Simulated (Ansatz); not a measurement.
Here is the system:

```
CELL_PARAMETERS angstrom
      3.85638     0.00000     0.00000
      0.00000     5.45375     0.00000
      1.92819     2.72687     1.99027
ATOMIC_POSITIONS crystal
  Ca 0.00000 0.00000 0.00000
```

No spin polarisation.

Level of theory: Ansatz (a first-principles code) r2SCAN, spin-orbit coupling left out. Γ-centred 20×20×20 mesh, Fermi–Dirac width 0.1 eV.

**Question.** Estimate the band gap.

**Answer.** Zero.

**Question.** What is the computed space group?

**Answer.** Immm (No. 71).

**Question.** Predict the pressure (mean of the normal stresses, compression positive).

**Answer.** 0.6 GPa.

The cells carry an imposed strain or load. No phonon test of stability was made. The cell was made from Ca in the fcc (Cu type) structure (space group Fm-3m, No. 225) by this change: biaxial strain −2.06 %, plane normal [110], relaxed out of plane.
